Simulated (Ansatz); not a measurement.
System: BN (model structure, started from the HgO type, P6/mmm, No. 191, 6 atoms in the cell). Method: LDA (plane waves, PAW; Ansatz, a quantum-chemistry and plane-wave program).

Settings: plane-wave cutoff 520 eV, 12×12×6 k mesh (along the axes of the cell as run), Fermi–Dirac smearing 0.01 eV, scalar-relativistic PAW data made under PBE.

Computed at the level's own relaxed cell.

```xyz
6
Lattice="3.6587 0.0000 0.0000 -1.8293 3.1685 0.0000 0.0000 0.0000 7.8160" Properties=species:S:1:pos:R:3 pbc="T T T"
B      0.0000     0.0000     3.9080
B      3.6587     0.0000     6.5133
B     -1.8293     3.1685     1.3027
N      1.8293     3.1685     0.0000
N      0.0000     0.0000     2.6053
N      0.0000     0.0000     5.2107
```

**Question.** List the 15 lowest band energies at Γ above −25 eV (eV, relative to the valence band maximum), grouping those that round alike.

**Answer.** At Γ: -15.48, -15.03 (×2), -8.31 (×2), -7.21, -3.14 (×2), -1.22 (×4), 3.73, 6.21 (×2).

Note: the relaxation could raise the start's symmetry but not lower it, so the cell can be a saddle point.

A model structure was made by putting elements into a prototype or built by hand; it is no filed structure, need not be a known phase, and can be a saddle point held by its symmetry.
